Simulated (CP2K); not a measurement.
**CP2K run on MgNiF₆ (R-3, 8 atoms in the cell): self-consistent single point**

Computed with LDA (Pade form), GPW, DZVP-MOLOPT-SR-GTH basis, GTH-PADE potentials (GTH_POTENTIALS) in CP2K.

Input as run:

```
&GLOBAL
  PROJECT bulk
  RUN_TYPE ENERGY_FORCE
  PRINT_LEVEL MEDIUM
&END GLOBAL
&FORCE_EVAL
  METHOD Quickstep
  STRESS_TENSOR ANALYTICAL
  &DFT
    BASIS_SET_FILE_NAME BASIS_MOLOPT
    POTENTIAL_FILE_NAME GTH_POTENTIALS
    &QS
      METHOD GPW
      EPS_DEFAULT 1E-10
    &END QS
    &MGRID
      CUTOFF 1000
      REL_CUTOFF 50
      NGRIDS 5
    &END MGRID
    &SCF
      SCF_GUESS ATOMIC
      EPS_SCF 1E-6
      MAX_SCF 100
      ADDED_MOS 12
      &DIAGONALIZATION
        ALGORITHM STANDARD
      &END DIAGONALIZATION
      &MIXING
        METHOD BROYDEN_MIXING
        ALPHA 0.2
        NBUFFER 10
        BETA 1.5
      &END MIXING
      &SMEAR ON
        METHOD FERMI_DIRAC
        ELECTRONIC_TEMPERATURE [K] 1578.21
      &END SMEAR
    &END SCF
    &KPOINTS
      SCHEME MONKHORST-PACK 6 6 6
      GAMMA_CENTERED T
    &END KPOINTS
    &XC
      &XC_FUNCTIONAL PADE
      &END XC_FUNCTIONAL
    &END XC
    &PRINT
      &MO
        EIGENVALUES T
        OCCUPATION_NUMBERS T
        NDIGITS 8
        FILENAME mo
        &EACH
          QS_SCF 0
        &END EACH
        ADD_LAST NUMERIC
      &END MO
      &MULLIKEN ON
      &END MULLIKEN
    &END PRINT
  &END DFT
  &SUBSYS
    &CELL
      A 5.16464800 0.00000000 0.00000000
      B 2.93135600 4.25214500 0.00000000
      C 2.93135700 1.53959300 3.96363300
      PERIODIC XYZ
    &END CELL
    &COORD
      SCALED
      Mg       0.50000000     0.50000000     0.50000000
      Ni       0.00000000     0.00000000     0.00000000
      F        0.37297000     0.76936700     0.09415000
      F        0.62703000     0.23063300     0.90585000
      F        0.09415000     0.37297000     0.76936700
      F        0.90585000     0.62703000     0.23063300
      F        0.76936700     0.09415000     0.37297000
      F        0.23063300     0.90585000     0.62703000
    &END COORD
    &KIND Mg
      BASIS_SET DZVP-MOLOPT-SR-GTH-q10
      POTENTIAL GTH-PADE-q10
    &END KIND
    &KIND Ni
      BASIS_SET DZVP-MOLOPT-SR-GTH-q18
      POTENTIAL GTH-PADE-q18
    &END KIND
    &KIND F
      BASIS_SET DZVP-MOLOPT-SR-GTH-q7
      POTENTIAL GTH-PADE-q7
    &END KIND
  &END SUBSYS
  &PRINT
    &FORCES ON
    &END FORCES
    &STRESS_TENSOR ON
    &END STRESS_TENSOR
  &END PRINT
&END FORCE_EVAL
```

Output (repeated stretches shortened):

```
 GLOBAL| Method name                                                        CP2K
 GLOBAL| Project name                                                       bulk
 GLOBAL| Run type                                                   ENERGY_FORCE

 CELL| Volume [angstrom^3]:                                            87.044679
 CELL| Vector a [angstrom]:       5.165     0.000     0.000   |a| =     5.164648
 CELL| Vector b [angstrom]:       2.931     4.252     0.000   |b| =     5.164648
 CELL| Vector c [angstrom]:       2.931     1.540     3.964   |c| =     5.164648
 CELL| Angle (b,c), alpha [degree]:                                    55.418279
 CELL| Angle (a,c), beta  [degree]:                                    55.418273
 CELL| Angle (a,b), gamma [degree]:                                    55.418285
 CELL| Numerically orthorhombic:                                              NO
 CELL| Periodicity                                                           XYZ

 DFT| Spin restricted Kohn-Sham (RKS) calculation                            RKS
 DFT| Multiplicity                                                             1
 DFT| Number of spin states                                                    1
 DFT| Charge                                                                   0
 DFT| XC density smoothing                                                  NONE
 DFT| XC derivatives                                                          PW

 QS| Method:                                                                 GPW
 QS| Density plane wave grid type                        NON-SPHERICAL FULLSPACE
 QS| Number of grid levels:                                                    5
 QS| Density cutoff [a.u.]:                                                500.0
 QS| Multi grid cutoff [a.u.]: 1) grid level                               500.0
   [... lines left out ...]
 BRILLOUIN| Wavefunction type                                            COMPLEX
 BRILLOUIN| List of Kpoints [2 Pi/Bohr]                                      112
 BRILLOUIN| Number           Weight            X              Y              Z
 BRILLOUIN|     1           0.00926       -0.33333       -0.33333       -0.33333
 BRILLOUIN|     2           0.00926       -0.33333       -0.33333       -0.16667
 BRILLOUIN|     3           0.00926       -0.33333       -0.33333        0.00000
   [... 109 lines left out ...]
 *******************************************************************************

 Extrapolation method: initial_guess

 Re-scaling the density matrix to get the right number of electrons
                  # Electrons              Trace(P)               Scaling factor
                           70                70.000                        1.000

 Number of electrons:                                                         70
 Number of occupied orbitals:                                                 35
 Number of molecular orbitals:                                                47

 Number of orbital functions:                                                113
 Number of independent orbital functions:                                    113
 SCF WAVEFUNCTION OPTIMIZATION

  Step     Update method      Time    Convergence         Total energy    Change
     1 NoMix/Diag. 0.20E+00      -     1.86032360      -378.1752210445 -3.78E+02
     2 Broy./Diag. 0.20E+00      -     0.14551234      -375.7106287756  2.46E+00
     3 Broy./Diag. 0.20E+00      -     0.13181033      -376.0833639891 -3.73E-01
     4 Broy./Diag. 0.20E+00      -     0.09862491      -377.0074043868 -9.24E-01
     5 Broy./Diag. 0.20E+00      -     0.06614520      -379.1173794656 -2.11E+00
     6 Broy./Diag. 0.20E+00      -     0.00487440      -378.4058052543  7.12E-01
     7 Broy./Diag. 0.20E+00      -     0.02141553      -377.8787212297  5.27E-01
   [... 9 lines left out ...]
    17 Broy./Diag. 0.20E+00      -     0.00001630      -377.7774671151 -1.61E-04
    18 Broy./Diag. 0.20E+00      -     0.00001313      -377.7775372802 -7.02E-05
    19 Broy./Diag. 0.20E+00      -     0.00000226      -377.7775076248  2.97E-05
    20 Broy./Diag. 0.20E+00      -     0.00000512      -377.7774669746  4.07E-05
    21 Broy./Diag. 0.20E+00      -     0.00000022      -377.7774510551  1.59E-05
  *** SCF run converged in    21 steps ***

  Electronic density on regular grids:        -69.9999999479        0.0000000521
  Core density on regular grids:               69.9999999990       -0.0000000010
  Total charge density on r-space grids:        0.0000000512
  Total charge density g-space grids:           0.0000000512

  Overlap energy of the core charge distribution:               0.00000000000008
  Self energy of the core charge distribution:               -774.39175036338975
  Core Hamiltonian energy:                                    220.78212248499403
  Hartree energy:                                             228.16040374375930
  Exchange-correlation energy:                                -52.32735933646546
  Electronic entropic energy:                                  -0.00086758646888
  Fermi energy:                                                 0.05503641098850

  Total energy:                                              -377.77745105505966
  Total energy (extrapolated to T->0):                       -377.77701726182522

                     Mulliken Population Analysis

 #  Atom  Element  Kind  Atomic population                           Net charge
       1     Mg       1          8.753310                              1.246690
       2     Ni       2         17.612331                              0.387669
       3     F        3          7.272393                             -0.272393
       4     F        3          7.272393                             -0.272393
       5     F        3          7.272393                             -0.272393
       6     F        3          7.272393                             -0.272393
       7     F        3          7.272393                             -0.272393
       8     F        3          7.272393                             -0.272393
 # Total charge                             70.000000                  0.000000

 ENERGY| Total FORCE_EVAL ( QS ) energy [hartree]           -377.777459181235145

 FORCES| Atomic forces [hartree/bohr]
 FORCES|   Atom     x               y               z               |f|
 FORCES|      1  3.06011192E-12  2.26710898E-11 -7.03369775E-12   2.39335644E-11
 FORCES|      2 -2.43985074E-11 -3.77782219E-12  2.54160617E-11   3.54335335E-11
 FORCES|      3 -4.13094410E-03  2.79444433E-03 -3.44830157E-03   6.06336557E-03
 FORCES|      4  4.13094410E-03 -2.79444433E-03  3.44830156E-03   6.06336556E-03
 FORCES|      5 -4.15807145E-03 -2.15101228E-03  3.85339992E-03   6.06342337E-03
 FORCES|      6  4.15807145E-03  2.15101226E-03 -3.85339992E-03   6.06342336E-03
 FORCES|      7 -4.39370279E-05 -5.02000501E-03 -3.40015090E-03   6.06328351E-03
 FORCES|      8  4.39370403E-05  5.02000501E-03  3.40015089E-03   6.06328350E-03
 FORCES| Sum     8.34410666E-14  1.61528776E-13  9.36321333E-14
 FORCES| Total atomic force                                       2.04501671E-13

 STRESS| Analytical stress tensor [bar]
 STRESS|                        x                   y                   z
 STRESS|      x       -3.80782640031E+04  -2.10095739251E+03  -1.43789533609E+03
 STRESS|      y       -2.10095739251E+03  -3.51814512265E+04  -7.54938060832E+02
 STRESS|      z       -1.43789533609E+03  -7.54938060832E+02  -3.45945408861E+04
 STRESS| 1/3 Trace                                            -3.59514187052E+04
```

The run converged in 21 iterations.

The starting cell comes from a database of computed structures (which also holds hypothetical and non-ambient phases and stackings), without a prior relaxation at this level. Values carry the incompleteness of an atom-centred basis. With a pressure of about -4 GPa the cell is away from its equilibrium volume at this level.

Cost on one core of a shared machine: roughly 50 s.
